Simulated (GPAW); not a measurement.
Band structure of ReCl6 (R-3, 7 atoms in the cell).

```xyz
7
Lattice="3.0482 1.7599 5.5521 -3.0482 1.7599 5.5521 0.0000 -3.5198 5.5521" Properties=species:S:1:pos:R:3 pbc="T T T"
Re     0.0000     0.0000     0.0000
Cl     1.1791    -1.7228     9.7879
Cl    -1.1791     1.7228     6.8683
Cl     0.9024     1.8825     9.7879
Cl    -0.9024    -1.8825     6.8683
Cl    -2.0815    -0.1597     9.7879
Cl     2.0815     0.1597     6.8683
```
Moments meant for the start (each program seeds them in its own way; μB, in the order of the atoms Re Cl Cl Cl Cl Cl Cl): 1.0 0.0 0.0 0.0 0.0 0.0 0.0.

Method of the run: PBEsol, GPAW PAW datasets PBEsol (made by gpaw-setup) (plane waves; GPAW).

Settings: spinpol = true; mode = pw; ecut = 550 eV; xc = PBEsol; kpts = 3 3 3; mesh shift (steps) = 0 0 0; occupations.name = methfessel-paxton; occupations.width = 0.1 eV; occupations.order = 0; nbands = -15; convergence.density = 1e-05 e/electron; symmetry.symmorphic = false; symmetry.tolerance = 0.0005; maxiter = 150.

The starting cell comes from a database of computed structures (which also holds hypothetical and non-ambient phases and stackings), without a prior relaxation at this level. Spin-orbit coupling is off. With one magnetic atom in the cell only a parallel order is possible.

Levels in eV from the Fermi level, bands 25 to 32 of the first spin channel:
```csv
point,25,26,27,28,29,30,31,32
Γ,-1.21,-1.21,-1.13,-0.35,0.08,0.08,3.67,3.67
L,-1.35,-1.32,-1.22,-0.28,0.02,0.48,3.44,3.68
Z,-1.34,-1.33,-1.33,0.02,0.24,0.24,3.48,3.48
F,-1.42,-1.34,-1.11,-0.24,0.14,0.52,3.36,3.61
P1,-1.38,-1.32,-1.17,-0.14,0.28,0.44,3.41,3.53
P,-1.38,-1.32,-1.17,-0.14,0.28,0.44,3.41,3.53
```

Bands cross the Fermi level along this path, so the cell is metallic at this level.

The net moment of the cell came out as 1.00 μB.
